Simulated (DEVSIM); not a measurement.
Structure: abrupt Si p-n junction, at 300 K.

```
layer (left to right)  material  thickness (μm)  Nd (cm⁻³)  Na (cm⁻³)  τn (s)  τp (s)
---------------------  --------  --------------  ---------  ---------  ------  ------
1                            Si            5.80          -     8.3e17  3.1e-7  3.1e-7
2                            Si            5.00       4e17          -  3.1e-7  3.1e-7
```

Left contact: ohmic. Right contact: ohmic. Voltage is applied to the left contact. Recombination: SRH at mid-gap, radiative, Auger. Mobility is constant in doping.

This is a model device: material constants are rounded textbook-type values typed into the input, and sizes, dopings and lifetimes were drawn at random. Values at 300 K.

```tsv
parameter	Si
gap (eV)	1.124
affinity (eV)	4.05
permittivity	11.7
Nc (cm⁻³)	2.86e19
Nv (cm⁻³)	3.1e19
μn (cm²/Vs)	1417
μp (cm²/Vs)	470
B (cm³/s)	4.7e-15
Cn (cm⁶/s)	2.8e-31
Cp (cm⁶/s)	9.9e-32
```

DEVSIM, 1D drift-diffusion, Boltzmann statistics, complete ionisation; no tunnelling, impact ionisation, image-force lowering or self-heating.

The doping Na of layer 1 was swept, all else fixed.

| doping Na of layer 1 (cm^-3) | potential step across the device at zero bias (V) | dark forward voltage at 1 A/cm² (V) | dark forward voltage at 100 A/cm² (V) | largest field in the device at zero bias (V/cm) |
|---|---|---|---|---|
| 2.5e16 | 0.829 | 0.614 | 0.739 | 77000 |
| 8.3e16 | 0.861 | (withheld) | (withheld) | (withheld) |
| 2.5e17 | 0.889 | 0.668 | 0.789 | 200000 |
| 8.3e17 | 0.920 | 0.690 | 0.810 | 270000 |
| 2.5e18 | 0.949 | 0.702 | 0.822 | 310000 |
| 8.3e18 | 0.980 | 0.707 | 0.828 | 340000 |

### Question
Some entries are withheld; supply them.

### Answer

- 8.3e16, dark forward voltage at 1 A/cm² (V): 0.643
- 8.3e16, dark forward voltage at 100 A/cm² (V): 0.765
- 8.3e16, largest field in the device at zero bias (V/cm): 130000
